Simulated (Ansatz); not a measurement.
The parent structure is CsPbBr3 in the cubic perovskite structure (space group Pm-3m, No. 221).

```
CELL_PARAMETERS angstrom
      5.87207     0.00000     0.00000
      0.00000     5.87207     0.00000
      0.00000     0.00000     5.87207
ATOMIC_POSITIONS crystal
  Cs 0.00000 0.00000 0.00000
  Pb 0.50000 0.50000 0.50000
  Br 0.50000 0.00000 0.50000
  Br 0.00000 0.50000 0.50000
  Br 0.50000 0.50000 0.00000
```

Cartesian axes are those of the cell as printed.

Level of theory: PBEsol (Ansatz, a quantum-chemistry and plane-wave program), spin-orbit coupling left out.

For the base:

- Pressure: 0.00 GPa
- Shortest interatomic distance: 2.936 Å
- Band gap: 1.43 eV

Modification: biaxial strain −1.50 %, plane normal [111], relaxed out of plane (Cartesian); in-plane vectors clamped, the third vector and the atoms free.

### Question
What does the calculation give for the pressure, ratio −ε⊥/ε∥, shortest interatomic distance and band gap after the change?

### Answer
The pressure (mean of the normal stresses, compression positive) goes from zero to 0.20 GPa; the ratio −ε⊥/ε∥ amounts to 1.41; the shortest interatomic distance falls by 0.008 Å to 2.928 Å; the band gap drops by 0.07 eV, from 1.43 eV to 1.36 eV.

Spin-orbit coupling, missing from the scalar runs, can matter with Pb. Whether these cells are dynamically stable was not tested. Many cubic perovskites are stable only at high temperature; tilts and polar distortions were not tested. This is not the structure that CsPbBr3 has at room temperature and ambient pressure.
